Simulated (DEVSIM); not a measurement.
# abrupt Si n-p junction

System: abrupt Si n-p junction, at 300 K.

| layer (left to right) | material | thickness (μm) | Nd (cm⁻³) | Na (cm⁻³) | τn (s) | τp (s) |
|---|---|---|---|---|---|---|
| 1 | Si | 6.90 | 4.4e18 | - | 2.3e-7 | 2.3e-7 |
| 2 | Si | 240 | - | 2.6e14 | 2.3e-7 | 2.3e-7 |

Left contact: ohmic. Right contact: ohmic. Voltage is applied to the left contact. Recombination: SRH at mid-gap. Gap narrowing is on: ΔEg = 6.92 meV × (l + √(l² + 0.5)), l = ln(N/1.3e17 cm⁻³), shared equally by both band edges. Mobility is μmin + (μ − μmin)/(1 + (N/Nref)^α).

This is a model device: material constants are rounded textbook-type values typed into the input, and sizes, dopings and lifetimes were drawn at random. Values at 300 K.

| parameter | Si |
|---|---|
| gap (eV) | 1.124 |
| affinity (eV) | 4.05 |
| permittivity | 11.7 |
| Nc (cm⁻³) | 2.86e19 |
| Nv (cm⁻³) | 3.1e19 |
| μn (cm²/Vs) | 1417 |
| μp (cm²/Vs) | 470 |
| μn,min | 52 |
| μp,min | 45 |
| Nref,n | 9.7e16 |
| Nref,p | 2.2e17 |
| αn | 0.68 |
| αp | 0.72 |

Model (solved in DEVSIM): 1D drift-diffusion, Boltzmann statistics, complete ionisation; no tunnelling, impact ionisation, image-force lowering or self-heating.

The potential step across the device at zero bias comes out as 0.749 V. The largest field in the device at zero bias comes out as 83000 V/cm and the dark forward voltage at 1 A/cm² is 1.237 V.

Dark reverse current:

```
V (V)  J (A/cm²)
-----  ---------
0.40      2.9e-7
1.00      5.5e-7
2.00      8.7e-7
3.00      1.1e-6
4.00      1.3e-6
6.00      1.7e-6
8.00      2.0e-6
10.00     2.3e-6
13.00     2.7e-6
16.00     3.0e-6
20.00     3.4e-6
```

Small-signal capacitance in reverse bias (quasi-static):

```tsv
V (V)	C (nF/cm²)
0.4	4.71
1	3.69
2	2.88
3	2.45
4	2.16
6	1.81
8	1.58
10	1.42
13	1.26
16	1.14
20	1.02
```
